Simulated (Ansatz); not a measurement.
Seebeck coefficient (μV/K, mean over directions) of n-type InP (F-43m) against carrier density, Ansatz (a quantum-chemistry and plane-wave program) with HSE06, rigid bands. Computed gap 1.45 eV; densities at which minority carriers matter at this gap, or further valleys turn the trend, are left out. Conductivity mass 0.095 mₑ (harmonic mean over directions), N_c = 6.9e17 cm⁻³ at 300 K.

| electron density | 300 K | 500 K |
|---|---|---|
| 1e16 cm⁻³ | -578 | -648 |
| 1e17 cm⁻³ | -380 | -450 |
| 1e18 cm⁻³ | -193 | -257 |
| 3e18 cm⁻³ | ? | -173 |
| 1e19 cm⁻³ | -61 | -99 |
| 3e19 cm⁻³ | ? | -55 |
| 1e20 cm⁻³ | -18 | -32 |

Q: Some entries are withheld; supply them.

A: 
- 3e18 cm⁻³, 300 K: -118
- 3e19 cm⁻³, 300 K: -33

Rigid bands with a gap fixed in temperature, one relaxation time for all states, no polarons or phonon drag, and whether or not such doping can be reached. Spin-orbit coupling is left out. Geometry: cell and atoms relaxed with PBEsol.
